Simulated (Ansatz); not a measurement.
The parent structure is MgO in the rock salt structure (space group Fm-3m, No. 225; a = 4.204 Å).

Level of theory: r2SCAN/PAW in Ansatz (an electronic-structure program), no SOC.

Before the change:

```
Item                 Value
-------------  -----------
Gap character  direct at Γ
```

The change: every lattice vector is shortened by 0.50 %, atoms relaxed at fixed cell.

Question: What happens to the energy relative to the base, gap character and mean gap deformation potential ΔEg/Δln V?

Answer: The energy increases by 1.1 meV/atom; the gap character stays direct at Γ; the mean gap deformation potential ΔEg/Δln V comes out as -10.3 eV.

The cells carry an imposed strain or load. Whether these cells are dynamically stable was not tested.
